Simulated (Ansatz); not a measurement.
**CaO under load (space group Fm-3m): band-edge transport data**

Here is the system:

```
CaO
1.0
    0.00000     2.33175     2.33175
    2.33175     0.00000     2.33175
    2.33175     2.33175     0.00000
Ca O
1 1
Direct
  0.00000   0.00000   0.00000
  0.50000   0.50000   0.50000
```

Calculation: PBE, rigid bands (plane waves, PAW, scalar-relativistic; Ansatz, a first-principles code). Condition of this run: hydrostatic pressure of 8.8 GPa (compression positive) (the target of the relaxation). Cell: cell and atoms relaxed with PBEsol, then loaded as said.

```
Property                                                                                                                                                        Value
---------------------------------------------------------------------------------------------------------------------------------------  ----------------------------
band gap                                                                                                                                                      3.61 eV
electron conductivity mass (300 K, dilute)                                                                                                                    0.54 mₑ
hole conductivity mass (300 K, dilute)                                                                                                                        1.26 mₑ
effective density of states N_c (300 K)                                                                                                                   3.7e19 cm⁻³
effective density of states N_v (300 K)                                                                                                                   1.5e20 cm⁻³
density-of-states mass, electrons                                                                                                                             1.29 mₑ
density-of-states mass, holes                                                                                                                                  3.3 mₑ
Seebeck coefficient, n-type 1e19 cm⁻³, 300 K                                                                                                                -329 μV/K
best n-type power factor at 300 K for τ = 10 fs (best axis; densities from 1e16 to 1e21 cm⁻³ tried, whether or not they can be reached)  11.2 μW/(cm·K²) at 1e20 cm⁻³
Seebeck coefficient, p-type 1e19 cm⁻³, 300 K                                                                                                                 447 μV/K
```

Rigid bands; masses and Seebeck coefficients take one relaxation time τ for all states and one kind of carrier; polarons and phonon drag are left out. Spin-orbit coupling is left out; where it splits the top of the valence band, N_v and the p-type Seebeck coefficient come out somewhat high without it. Geometry: cell and atoms relaxed with PBEsol.
